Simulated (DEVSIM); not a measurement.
System: Ni/Si3N4/SiO2/p-Si capacitor, at 300 K.

Layer 1 from the left is Si3N4, thickness (nm) 2.50. Layer 2 from the left is SiO2, thickness (nm) 1.00. Layer 3 from the left is Si, thickness (nm) 3400, Na (cm⁻³) 2.8e16.

Metal gate on the left, work function 5.1 eV. Fixed charge at the semiconductor interface -1.2e11 cm⁻² (in units of +e); no interface traps.

Constants are typed, rounded textbook-type inputs, not results; the design itself was drawn at random and stands for no fabricated device. Values at 300 K.

Si3N4: gap (eV) 5.1, affinity (eV) 2.1, permittivity 7.5. SiO2: gap (eV) 9, affinity (eV) 0.9, permittivity 3.9. Si: gap (eV) 1.124, affinity (eV) 4.05, permittivity 11.7, Nc (cm⁻³) 2.86e19, Nv (cm⁻³) 3.1e19.

### Question
Estimate by hand the flat-band voltage, the threshold voltage, and compare with a numerical solution.

### Answer

- Flat-band voltage: C = 1.50 μF/cm², work-function difference 0.107 V; VFB = φms − qNf/C = 0.12 V; numerical 0.12 V.
- Threshold voltage: φF = 0.382 V, depletion charge √(4εqNφF) = 8.42e-8 C/cm²; VT = VFB + 2φF + Qd/C = 0.94 V; numerical 0.94 V.

DEVSIM, 1D Poisson equation in equilibrium, Boltzmann statistics, complete ionisation; no quantum confinement or tunnelling. Metal contacts follow the ideal Schottky-Mott rule: no Fermi-level pinning, no interface dipoles.
